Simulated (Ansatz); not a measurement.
# A worked fit of the energy against the vacuum, with one run withheld: a (110) slab of FeAl (cut from a parent of space group no. 221; 10 atoms in the cell)

```xyz
10
Lattice="2.9187 0.0000 0.0000 0.0000 4.1277 0.0000 0.0000 0.0000 38.2555" Properties=species:S:1:pos:R:3 pbc="T T T"
Al     1.4594     1.0319    15.0000
Fe     0.0000     3.0958    15.0000
Al     1.4594     3.0958    17.0639
Fe     0.0000     1.0319    17.0639
Al     1.4594     1.0319    19.1277
Fe     0.0000     3.0958    19.1277
Al     1.4594     3.0958    21.1916
Fe     0.0000     1.0319    21.1916
Al     1.4594     1.0319    23.2555
Fe     0.0000     3.0958    23.2555
```

Level of theory: LDA (PW92), default PAW files made with PBE (plane waves; Ansatz, an electronic-structure program).

Base settings: basis.ecutwfc = 420 eV; kpoints.mp_grid.grid = 7 5 1; hamiltonian.xc = lda; hamiltonian.pseudopotentials = {kind: paw} (the program's default PAW files); scf.occupations.method = fermi_dirac; scf.occupations.width = 0.1 eV.

The last step of the ladder, which sets the zero, is vacuum between outermost atoms (Å) = 30.0.

The starting cell has typed, rounded lattice constants, without a prior relaxation at this level. The slab is cut from that crystal, and its faces are unrelaxed. Its lattice was rescaled by up to half a per cent. Spin polarisation is off. Forces in the cell shown exceed 1 eV/Å.

The differences are negative here: closer images bind.

An empirical form: the interaction of two facing surfaces decays exponentially with the gap, by the tails of the wave functions or, on ionic faces, by the in-plane pattern of charges: ln|ΔF| = a + b·d. One k-point is taken across the vacuum.

```
vacuum (Å)  size of F less the last step's (meV/atom)  ln of it
----------  -----------------------------------------  --------
4.0                                             45.23     3.812
5.0                                             10.13     2.316
6.0                                              1.99     0.688
7.0                                                 ?         ?
8.0                                              0.07    -2.659
```

Problem. Fit the line to the 4 rows given and predict the withheld one.

Solution. Means: x̄ = 5.7500, ȳ = 1.0393. Σ(x − x̄)(y − ȳ) = -14.22 and Σ(x − x̄)² = 8.750, so b = -1.625 and a = ȳ − b·x̄ = 10.383; the decay length is 0.62 Å. The largest residual of the fitted rows is 0.071. At x = 7.0 the line gives -0.992, that is 0.37 meV/atom. The run gave 0.37 meV/atom, a miss of 0.00 meV/atom (0 %). The table is a window of a longer ladder. The rows were chosen because the form fits them, the withheld one included, so this shows the method and is no test of the form.

Left out of this page: 7 runs of the series outside the window shown, repeating another row's setting, or not comparable.

Keys are those of Ansatz 0.2.
